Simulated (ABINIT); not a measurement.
**Short convergence ladders for NiAl (P4mm, 2 atoms in the cell)**

```xyz
2
Lattice="2.8813 0.0000 0.0000 0.0000 2.8813 0.0000 0.0000 0.0000 2.8813" Properties=species:S:1:pos:R:3 pbc="T T T"
Al     1.4407     1.4407     1.4907
Ni     0.0000     0.0000     0.0000
```

Base method: LDA (PW92), norm-conserving pseudopotentials (PseudoDojo nc-sr-04 LDA standard) (plane waves; ABINIT 10.0.3).

Base settings: pseudos = [Al.upf, Ni.upf]; ecut = 49 Ha; ixc = 7; occopt = 3; tsmear = 0.00367493 Ha; ngkpt = 4 4 4; nshiftk = 1; shiftk = 0 0 0; potentials = PseudoDojo nc-sr-04 LDA standard; nband = 16.

The count of work is k-points × plane waves × bands × iterations; it is no time. Core times come from one kind of shared machine, to one figure; runs under 30 s give none.

**The cutoff for other potential files**

Level: DFT, LDA (PW92), plane waves, PAW (JTH v2.0 LDA PAW).

In this ladder: pseudos = [Al.LDA_PW-JTH.xml, Ni.LDA_PW-JTH.xml]; potentials = JTH v2.0 LDA PAW; pawxcdev = 0. Moved along: pawecutdg.

The second cell is the first with its lattice scaled by 0.98.

The mesh stays at the base's, so the ladder's end is converged at best in this setting alone.

Only quantities that move along the ladder and can be compared are tabulated.

```csv
ecut,free energy less the last step's (meV/atom),energy of the compressed cell less the first (meV/atom),pressure (GPa),largest difference of a force vector from the last step's (eV/Å),count of work / last
14 Ha,8276.12,-140.86,-585.76,0.055,0.099
16 Ha,2551.05,-46.15,-222.90,0.004,0.12
21 Ha,267.20,-16.08,-15.76,0.001,0.18
26 Ha,219.44,-19.52,-12.67,0.000,0.27
30 Ha,129.13,-19.99,-15.45,0.000,0.35
36 Ha,28.85,-18.32,-11.47,0.000,0.44
45 Ha,11.18,-17.97,-9.04,0.000,0.61
60 Ha,0.00,-17.92,-9.16,0.000,1.0
```

Coarsest ecut that holds the free energy within 5 meV/atom: not settled: the last two steps still differ by 11 meV/atom, over half the tolerance, so the ladder does not show it.

Coarsest ecut that holds the energy of the compressed cell less the first within 0.5 meV/atom of the last step, with all finer ones: 36 Ha, at 0.44 of the last step's count of work; the step before is off by 2.1 meV/atom.

Coarsest ecut that holds the forces within 0.01 eV/Å of the last step, with all finer ones: 16 Ha, at 0.12 of the last step's count of work; the step before is off by 0.055 eV/Å.

At the lowest cutoff the pressure lies 577 GPa under the last step's, the usual sign of Pulay stress in an incomplete plane-wave basis.

**The relaxed cell against the cutoff**

On NiAl (Pm-3m, 2 atoms in the cell): atoms on their sites.

In this ladder: ionmov = 22; ntime = 40; tolmxf = 5e-05 Ha/bohr; optcell = 2; dilatmx = 1.08; ecutsm = 0.5 Ha.

The mesh stays at the base's, so the ladder's end is converged at best in this setting alone.

Only quantities that move along the ladder and can be compared are tabulated.

| ecut | relaxed volume (Å³/atom) | relaxation steps | core time / last (rough) |
|---|---|---|---|
| 24 Ha | 11.320 | 11 | 0.2 |
| 29 Ha | 11.984 | 7 | 0.2 |
| 34 Ha | 11.272 | 8 | 0.2 |
| 42 Ha | 11.304 | 6 | 0.3 |
| 49 Ha | 11.263 | 5 | 0.4 |
| 59 Ha | 11.263 | 5 | 0.6 |
| 74 Ha | 11.263 | 5 | 0.4 |
| 98 Ha | 11.262 | 5 | 1 |

Coarsest ecut that holds the relaxed volume within 0.011 Å³/atom of the last step, with all finer ones: 49 Ha, at about 0.4 of the last step's time; the step before is off by 0.042 Å³/atom.

At the lowest cutoff the cell relaxes to a volume 0.5 % larger than at the highest.

On the base run: the starting cell has typed, rounded lattice constants, without a prior relaxation at this level. Its lattice was rescaled by up to half a per cent. One atom was moved a little off its site on purpose. Spin polarisation is off. Without a gap this mesh is coarse (it stands for a supercell whose shortest vector is 12 Å).
